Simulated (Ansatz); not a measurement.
Take SiS2 (space group I-42d, No. 122; a = 5.556 Å, c = 8.694 Å) as the base. Axes: x, y, z lie along a, b, c of the conventional cell.

Method: r2SCAN/PAW in Ansatz (an electronic-structure program), no spin-orbit coupling, earlier PAW set.

Base values:

| Item | Value |
|---|---|
| Band gap | 3.54 eV |
| Electron mass | 0.38 mₑ along c, 0.61 mₑ across (at Γ) |

The change: strain tensor (xx, yy, zz, yz, xz, xy) = (+1.15, +0.96, +0.23, +0.50, −0.29, +0.81) %, atoms relaxed at fixed cell.

Task: What happens to the band gap, electron mass, largest internal atomic displacement and energy relative to the base?

Result: The band gap grows by 0.11 eV to 3.65 eV; the electron mass becomes 0.39 mₑ along z, 0.65 mₑ across (at Γ) (base: 0.38 mₑ along c, 0.61 mₑ across (at Γ)); the largest internal atomic displacement amounts to 0.034 Å; the energy increases by 1.7 meV/atom.

Masses are band curvatures over ±0.01 Å⁻¹ around the edge. Whether these cells are dynamically stable was not tested.
